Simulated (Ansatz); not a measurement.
System: TaTlO3 (Pm-3m, No. 221, 5 atoms in the cell; start mp-861873). Method: HSE06 in Ansatz (PAW).

Output (set-up and result lines):

```
WARN output.stress: scf.exx.energy_threshold = 1e-6 eV is looser than the 5e-8 eV advised for a stress under a hybrid functional (1e-8 eV for each atom of the …
Crystal: 5 atoms, lattice volume = 65.626 Å³
Basis set: ecut = 460 eV, 1419 PW (Γ), exchange–correlation on 60×60×60 points (8 copies of the dense FFT grid, shifted against one another)
Bands: 27, of which v1, the nominal top of the filled ones, is band 22 counted from 1 (21 counted from 0)
Symmetry: 48 space group operations
Space group: Pm-3m (ITA 221), of the structure as read, at distance tolerance 4.0e-5 Å
k-points: 20 of 216
SCF iter   1: F=—  HF=-23082.072348 eV  |F-HF|=—  |Δ(HF+E_count)|=         —  Δρ=6.99e-3  dr2=6.23e-2
SCF iter   2: F=—  HF=-23082.053392 eV  |F-HF|=—  |Δ(HF+E_count)|=   1.90e-2  Δρ=2.52e-3  dr2=5.63e-3
  ...
Crystal: 5 atoms, lattice volume = 65.626 Å³
Initial density: handed on by an earlier stage of this run
Crystal: 5 atoms, lattice volume = 65.626 Å³
SCF iter   5: F=—  HF=-23085.349450 eV  |F-HF|=—  |Δ(HF+E_count)|=   7.17e-9  Δρ=8.96e-7  dr2=5.37e-10
SCF iter   6: F=-23085.349450 eV  HF=-23085.349450 eV  |F-HF|=0.00e0  |Δ(HF+E_count)|=  1.24e-10  Δρ=1.05e-7  dr2=3.55e-11
SCF 3 converged in 6 iterations: F = -23085.349450 eV  dr2 = 3.55e-11
Free energy (F): -23085.349450 eV
Internal energy: -23085.349450 eV  (E = F + TS)
E sigma→0 (E₀):  -23085.349450 eV
Fermi energy:    11.971208 eV
--- Forces (eV/Å), atoms counted from 1 ---
  atom   1  Ta     0.00000000     0.00000000     0.00000000
  atom   2  Tl    -0.00000000     0.00000000     0.00000000
  atom   3  O      0.00000000     0.00000000    -0.00000000
  atom   4  O      0.00000000     0.00000000     0.00000000
  atom   5  O      0.00000000    -0.00000000     0.00000000
--- Stress (GPa, compression-positive) ---
        0.952305       0.000000       0.000000
        0.000000       0.952305       0.000000
        0.000000       0.000000       0.952305
  P = ⅓ Tr σ = 0.9523 GPa (9.523 kbar)
```

Write an input file that could have produced this run (the log leaves some choices open).

One answer among several that fit: 
Ansatz 0.2 input:
```yaml
crystal:
  lattice:
    - [4.0335864232, 0.0, 0.0]
    - [0.0, 4.0335864232, 0.0]
    - [0.0, 0.0, 4.0335864232]
  atoms:
    - { symbol: Ta, position: [0.5, 0.5, 0.5] }
    - { symbol: Tl, position: [0.0, 0.0, 0.0] }
    - { symbol: O, position: [0.5, 0.5, 0.0] }
    - { symbol: O, position: [0.0, 0.5, 0.5] }
    - { symbol: O, position: [0.5, 0.0, 0.5] }
basis:
  ecutwfc: 460
  ecutrho_ratio: 4
  xc_grid: 2
kpoints:
  mp_grid: { grid: [6, 6, 6] }
  band_path: { path: [[0, 0, 0], [0.0, 0.0, 0.497396]], npoints: 1 }
hamiltonian:
  xc: hse06
  dispersion: none
  pseudopotentials: { kind: paw }
scf:
  occupations: { method: fermi_dirac, width: 0.01 }
  convergence: { dr2_threshold: 0.0000000005 }
output:
  forces: true
  stress: true
  eigenvalues: true
  write_bands: true
```

The PAW data were made under PBE.

Note: cell and atoms aren't relaxed at this level (pressure 1.0 GPa).

A start named mp-… is a Materials Project structure, which need not be a measured phase.

Ansatz is a first-principles code.
